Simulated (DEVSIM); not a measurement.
Structure: CdTe n-i-p diode, at 300 K.

```csv
layer (left to right),material,thickness (μm),Nd (cm⁻³),Na (cm⁻³),τn (s),τp (s)
1,CdTe,0.0560,1.9e17,-,6.8e-10,6.8e-10
2,CdTe,41.0,-,2.4e13,6.8e-10,6.8e-10
3,CdTe,0.270,-,1.6e18,6.8e-10,6.8e-10
```

Left contact: ohmic. Right contact: ohmic. Voltage is applied to the left contact. Recombination: SRH at mid-gap, radiative. Mobility is constant in doping.

This is a model device: material constants are rounded textbook-type values typed into the input, and sizes, dopings and lifetimes were drawn at random. Values at 300 K.

```tsv
parameter	CdTe
gap (eV)	1.5
affinity (eV)	4.28
permittivity	10.2
Nc (cm⁻³)	8e17
Nv (cm⁻³)	1.8e19
μn (cm²/Vs)	1000
μp (cm²/Vs)	80
B (cm³/s)	1e-10
```

Model (solved in DEVSIM): 1D drift-diffusion, Boltzmann statistics, complete ionisation; no tunnelling, impact ionisation, image-force lowering or self-heating.

Task: Tabulate band edges, carrier densities and field at -1.1 V on the left contact.

Result: Energies count from the Fermi level of the right contact; mesh points crowd at the junctions.

```
x (μm)   Ec (eV)  Ev (eV)  n (cm⁻³)  p (cm⁻³)  field (V/cm)
-------  -------  -------  --------  --------  ------------
0.000      1.137   -0.363    1.9e17     < 1e2           120
0.02196    1.138   -0.362    1.9e17    750000           740
0.04534    1.146   -0.354    1.4e17   2000000          9500
0.06810    1.188   -0.312    2.7e16     1.2e7         16000
0.1451     1.251   -0.249    2.4e15     1.5e8          4800
0.3094     1.301   -0.199    3.4e14     1.1e9          2100
0.6852     1.356   -0.144    4.0e13    1.4e10          1100
2.078      1.450   -0.051    8.2e11    3.5e12           350
5.049      1.462   -0.038    4.8e10    2.3e13           -75
11.84      1.403   -0.098     7.9e8    2.4e13           -90
25.65      1.277   -0.223    220000    2.4e13           -91
36.35      1.181   -0.319       390    2.4e13           -87
39.07      1.164   -0.336     < 1e2    3.0e13           ≈ 0
40.23      1.179   -0.321     < 1e2    7.0e13           380
40.82      1.230   -0.270     < 1e2    5.3e14          2000
40.97      1.278   -0.222     < 1e2    3.4e15          5400
41.03      1.337   -0.163     < 1e2    3.3e16         17000
41.06      1.433   -0.067     < 1e2    1.3e18         15000
41.12      1.437   -0.063     < 1e2    1.6e18           ≈ 0
41.20      1.437   -0.063     < 1e2    1.6e18           ≈ 0
41.28      1.437   -0.063     < 1e2    1.6e18           ≈ 0
41.33      1.437   -0.063     < 1e2    1.6e18           ≈ 0
```
